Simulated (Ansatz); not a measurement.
NiCl2 (R-3m, No. 166) was calculated with PBE0 (plane waves, PAW; Ansatz, an electronic-structure program).

Numerical settings: plane-wave cutoff 500 eV, 8×8×8 k mesh, gaussian smearing 0.02 eV, spin-polarised start, scalar-relativistic PAW data made under PBE.

Cell (relaxed with r²SCAN):

```cif
data_Cl6Ni3
_chemical_formula_sum 'Ni3 Cl6'
_space_group_name_H-M_alt 'R-3m :H'
_space_group_IT_number 166
_space_group_name_Hall '-R 3 2"'
_cell_length_a 3.46928
_cell_length_b 3.46928
_cell_length_c 18.02068
_cell_angle_alpha 90.000
_cell_angle_beta 90.000
_cell_angle_gamma 120.000
loop_
_atom_site_label
_atom_site_type_symbol
_atom_site_symmetry_multiplicity
_atom_site_Wyckoff_symbol
_atom_site_fract_x
_atom_site_fract_y
_atom_site_fract_z
_atom_site_occupancy
Ni1 Ni 3 a 0.00000 0.00000 0.00000 1
Cl1 Cl 6 c 0.00000 0.00000 0.26024 1
```
(The calculation used a cell of 3 atoms; values per cell refer to that cell.)

**Question.** Predict the band gap.

**Answer.** 
- band gap = 4.94 eV (on the SCF k mesh)

Measured, for comparison: band gap 4.7 eV (100 K, zero-point motion not removed, photoconductivity gap, single crystal; the page drops the formulas, order Cl, Br, I taken from the sentence be; as tabulated in Ronda et al. (1987), doi:10.1103/physrevb.35.4038).

Note: the magnetic order was assumed, not searched for or taken from measurement; a magnet's gap depends somewhat on the PAW data; the cell comes from a level without a dispersion term, which matters for the spacing of layers, chains or molecules; cell and atoms aren't relaxed at this level (largest force component 0.03 eV/Å, pressure 1.0 GPa); the cell has widely spaced layers and the level no dispersion term, so their spacing and the moduli can rest on weak binding.

The computed numbers hold no vibrational or temperature effects.
